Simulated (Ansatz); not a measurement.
TiZn2O4, treated with LDA in Ansatz (PAW).

Run with plane-wave cutoff 520 eV, 8×8×6 k mesh (along the axes of the cell as run), Fermi–Dirac smearing 0.03 eV, no spin polarisation, scalar-relativistic PAW data made under PBE.

Starting structure:

```xyz
28
Lattice="6.0760 0.0000 0.0000 0.0000 6.0760 0.0000 0.0000 0.0000 8.5156" Properties=species:S:1:pos:R:3 pbc="T T T"
Ti     3.0380     1.4539     0.0000
Ti     4.6221     3.0380     2.1289
Ti     3.0380     4.6221     4.2578
Ti     1.4539     3.0380     6.3867
Zn     1.5358     1.5358     3.1934
Zn     4.5402     1.5358     5.3223
Zn     4.5402     4.5402     7.4512
Zn     1.5358     4.5402     1.0645
Zn     0.0000     1.4879     0.0000
Zn     4.5880     0.0000     2.1289
Zn     0.0000     4.5880     4.2578
Zn     1.4879     0.0000     6.3867
O      5.9172     4.4615     2.1232
O      1.6145     5.9172     4.2521
O      0.1588     1.6145     6.3810
O      4.4615     0.1588     8.5099
O      5.9172     1.6145     2.1346
O      1.6145     0.1588     0.0057
O      0.1588     4.4615     6.3924
O      4.4615     5.9172     4.2635
O      3.1244     1.6182     1.9754
O      4.4578     3.1244     4.1043
O      2.9516     4.4578     6.2332
O      1.6182     2.9516     8.3621
O      3.1244     4.4578     2.2824
O      4.4578     2.9516     0.1535
O      2.9516     1.6182     6.5403
O      1.6182     3.1244     4.4114
```

### Question
Into what structure does the relaxation of cell and atoms lead at this level, with the symmetry of the start kept?

### Answer
The volume drops by 7.9 %; final space group P4_122.
```xyz
28
Lattice="5.9214 0.0000 0.0000 0.0000 5.9214 0.0000 0.0000 0.0000 8.2615" Properties=species:S:1:pos:R:3 pbc="T T T"
Ti     2.9607     1.4112     0.0000
Ti     4.5102     2.9607     2.0654
Ti     2.9607     4.5102     4.1308
Ti     1.4112     2.9607     6.1962
Zn     1.4959     1.4959     3.0981
Zn     4.4255     1.4959     5.1635
Zn     4.4255     4.4255     7.2289
Zn     1.4959     4.4255     1.0327
Zn     0.0000     1.4416     0.0000
Zn     4.4798     0.0000     2.0654
Zn     0.0000     4.4798     4.1308
Zn     1.4416     0.0000     6.1962
O      5.7847     4.3595     2.0677
O      1.5619     5.7847     4.1331
O      0.1367     1.5619     6.1985
O      4.3595     0.1367     8.2639
O      5.7847     1.5619     2.0631
O      1.5619     0.1367    -0.0023
O      0.1367     4.3595     6.1939
O      4.3595     5.7847     4.1285
O      3.0482     1.5723     1.9348
O      4.3491     3.0482     4.0002
O      2.8732     4.3491     6.0656
O      1.5723     2.8732     8.1310
O      3.0482     4.3491     2.1960
O      4.3491     2.8732     0.1306
O      2.8732     1.5723     6.3267
O      1.5723     3.0482     4.2614
```

Note: the relaxation could not lower the start's symmetry, so the cell can be a saddle point above a distorted one.

Ansatz is a program for electronic structure.
